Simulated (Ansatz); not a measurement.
Functionals compared on a constructed model of the (111) surface of fcc Pt, a pseudomorphic layer of Sc in the host's stacking (bottom of the slab: a bare face, its two planes held), in Ansatz (plane waves, PAW). The structure was relaxed with PBE; the other rows are single points on it. Cutoff 420 eV (500 eV for r2SCAN).

Model: 7-atom slab, 14.2 Å thick at the start, 15x15x1 mesh, Fermi-Dirac 0.1 eV, dipole correction, 2 atoms held, the rest relaxed; symmetry of the start imposed; no spin, no spin-orbit, no U. In PBE it is, or lies within 0.01 eV a 1x1 cell of, the lowest of the 2 structures of its composition computed so far; larger cells were not tried. These notes are the PBE run's.

| functional | work function of the top face (eV) | rough cost of the single point |
|---|---|---|
| PBE | 4.05 | – |
| RPBE | 3.94 | about 40 core-seconds (a rough figure) |
| r2SCAN | 4.10 | roughly 70 core-seconds |

Ansatz is a program for electronic structure.
